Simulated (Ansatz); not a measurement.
**MoTe2: electrons 2.0×10^21 cm⁻³**

The parent structure is MoTe$_{2}$ (space group P6_3/mmc, No. 194; a = 3.497 Å, c = 13.697 Å; layered, stacked along the Cartesian z axis).

The change: 0.290 electrons added to each cell, a density of 2.0×10^21 cm⁻³, with a uniform compensating background at fixed cell and a 300 K Fermi–Dirac width.

Computed with PBE-D3(BJ) (Ansatz, a program for electronic structure, PAW, scalar-relativistic without spin-orbit coupling), earlier PAW set. Γ-centred 15×15×4 mesh, Fermi–Dirac width 0.0259 eV.

```json
[
 {"quantity": "gap between the host's bands", "base": "0.60 eV", "changed": "0.59 eV", "shift": "-0.01 eV"},
 {"quantity": "gap character", "base": "indirect, Γ → k = (0.200, 0.200, 0) in the run's primitive reciprocal basis", "changed": "indirect, Γ → k = (0.200, 0.200, 0) in the run's primitive reciprocal basis", "shift": "–"},
 {"quantity": "Fermi level relative to the doped band's edge (positive inside the band; to 0.05 eV)", "base": "–", "changed": "+0.30 eV", "shift": "–"}
]
```

Final structure:

```xyz
6
Lattice="3.4967 0.0000 0.0000 -1.7484 3.0282 0.0000 0.0000 0.0000 13.6973" Properties=species:S:1:pos:R:3 pbc="T T T"
Mo     0.0000     2.0188    10.2730
Mo     1.7484     1.0094     3.4243
Te     0.0000     2.0188     1.5999
Te     1.7484     1.0094     8.4485
Te     1.7484     1.0094    12.0974
Te     0.0000     2.0188     5.2488
```
Cell charge -0.290077.

Cost of the whole job for the changed cell (relaxation, final SCF and bands): roughly 3 core-minutes.

Carriers are added with a uniform compensating background; total energy and stress of such cells depend on the potential's zero and are not compared; many-body gap narrowing is missing at this level. Spin-orbit coupling, missing from the scalar runs, can matter with Te. Whether these cells are dynamically stable was not tested. The D3 term's C6 switches between coordination references near this geometry, which can add small steps to energies.
